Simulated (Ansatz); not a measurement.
The reference is GaAs in the zinc blende structure (space group F-43m, No. 216; a = 5.659 Å). Axes: x, y, z lie along the cube axes.

Method: PBEsol (Ansatz, a program for electronic structure, PAW, no spin-orbit coupling).

Perturbation: the cell is scaled by 0.9950 in all directions, atoms relaxed at fixed cell.

### Question
Predict the stress tensor and what it implies for the stiffness.

### Answer
Stress of the strained cell less that of the base (GPa, compression positive):
```
   1.08    0.00    0.00
   0.00    1.08    0.00
   0.00    0.00    1.08
```

Then B = −ΔP/(ΔV/V₀) with ΔV/V₀ = -0.0149 gives secant stiffness values (nonlinear terms included at this strain): B ≈ 72 GPa.

Stability against distortions was not tested.
